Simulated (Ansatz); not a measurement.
**A computed series for MgO: pressure series**

Start from MgO in the rock salt structure (space group Fm-3m, No. 225; a = 4.214 Å).

Cell and atoms are relaxed at each pressure.

Method: PBEsol, PAW, 420 eV (Ansatz, a first-principles code; no SOC).

```
pressure (GPa)  band gap (eV)
--------------  -------------
-2                       4.50
-1                       4.56
0                        4.62
0.9                      4.67
2.1                      4.75
4.5                         ?
9                        5.13
15                       5.43
```

Q: Fit E_g = E₀ + αP + βP² to the rows shown and predict the withheld row.

A: Least squares on the printed values gives E₀ = 4.62 eV, α = 60.4 meV/GPa, β = -0.43 meV/GPa² (largest residual 0.00 eV); this predicts 4.88 eV, and the run gives 4.88 eV, in agreement.

Load acts through the strain it causes; cell and atoms are relaxed under it. Whether these cells are dynamically stable was not tested. No other phases were tried under pressure.
